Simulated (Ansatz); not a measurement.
# A computed series for Rb3GaF6: element substitutions

The reference is Rb3GaF6 (space group Fm-3m, No. 225; a cell from a computed database, its experimental status unchecked).

```yaml
crystal:
  lattice:
    - [0.00000, 4.50405, 4.50405]
    - [4.50405, 0.00000, 4.50405]
    - [4.50405, 4.50405, 0.00000]
  atoms:
    - { symbol: Rb, position: [0.75000, 0.75000, 0.75000] }
    - { symbol: Rb, position: [0.25000, 0.25000, 0.25000] }
    - { symbol: Rb, position: [0.50000, 0.50000, 0.50000] }
    - { symbol: Ga, position: [0.00000, 0.00000, 0.00000] }
    - { symbol: F, position: [0.78974, 0.21026, 0.21026] }
    - { symbol: F, position: [0.21026, 0.78974, 0.78974] }
    - { symbol: F, position: [0.21026, 0.78974, 0.21026] }
    - { symbol: F, position: [0.78974, 0.21026, 0.78974] }
    - { symbol: F, position: [0.21026, 0.21026, 0.78974] }
    - { symbol: F, position: [0.78974, 0.78974, 0.21026] }
```

Each row replaces one element on all its sites; cell and atoms are relaxed.

Computed with Ansatz (a quantum-chemistry and plane-wave program), r2SCAN, PAW, cutoff 500 eV, no SOC.

```
variant   electron mass  band gap     density
-------  --------------  --------  ----------
base     0.49 mₑ (at Γ)   6.85 eV  4.00 g/cm³
Rb → Na  0.56 mₑ (at Γ)   6.54 eV  3.24 g/cm³
F → Br   0.45 mₑ (at Γ)   2.83 eV  3.57 g/cm³
Ga → In  0.51 mₑ (at Γ)   5.99 eV  3.93 g/cm³
```

Masses are band curvatures over ±0.01 Å⁻¹ around the edge. Stability against distortions was not tested. For Na3GaF6, Rb3GaBr6 and Rb3InF6 in this form, whether it has been made was not checked.
